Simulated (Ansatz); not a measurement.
## A computed series for AlN: thickness series

Base system: AlN in the wurtzite structure (space group P6_3mc, No. 186; a = 3.107 Å, c = 4.978 Å). Axes: x lies along a and z along c of the hexagonal cell.

Free-standing slabs (4 atom(s) a layer) normal to the y axis with 15 Å of vacuum; in-plane cell held at bulk.

Method: r2SCAN, PAW, 500 eV (Ansatz, a first-principles code; no spin-orbit coupling).

Notes on the quantities. excess energy per area of both faces: slab less bulk energy over the cell's area: twice a surface energy; layer's space group: with vacuum.

| variant | excess energy per area of both faces | band gap | layer's space group | smallest direct gap |
|---|---|---|---|---|
| base | – | 4.88 eV | – | 4.88 eV |
| 1 layer | – | 3.63 eV | Pmn2_1 (No. 31) | 3.79 eV |
| 2 layers | 4.50 J/m² | 3.07 eV | Pmc2_1 (No. 26) | 3.16 eV |
| 3 layers | 4.78 J/m² | 3.07 eV | Pmn2_1 (No. 31) | 3.15 eV |
| 4 layers | … | … | Pmc2_1 (No. 26) | … |

Q: Some entries are withheld; estimate them.

A: 
- 4 layers, excess energy per area of both faces: 4.83 J/m²
- 4 layers, band gap: 3.18 eV
- 4 layers, smallest direct gap: 3.27 eV

The excess energy carries the mismatch between the slab's and the bulk's meshes. Stability against distortions was not tested.
